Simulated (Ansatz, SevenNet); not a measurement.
NbSi2 (P6₂22, No. 180): lattice parameter a by level of theory

No measured value is used here.

```tsv
level (code)	value (Å)
SevenNet-0 (SevenNet)	4.820
LDA (Ansatz)	…
PBE (Ansatz)	4.812
PBE-D3(BJ) (Ansatz)	4.749
r²SCAN (Ansatz)	4.796
r²SCAN-D4 (Ansatz)	…
r²SCAN+rVV10 (Ansatz)	4.787
```

Q: Complete the blanks.

A: 
- LDA (Ansatz, an electronic-structure program), value (Å): 4.744
- r²SCAN-D4 (Ansatz), value (Å): 4.781

Ansatz's density-functional and Hartree–Fock values are scalar-relativistic unless marked +SOC, with PAW data made under PBE.

Machine-learned potentials (SevenNet-0) are trained on DFT data, which may include these solids.
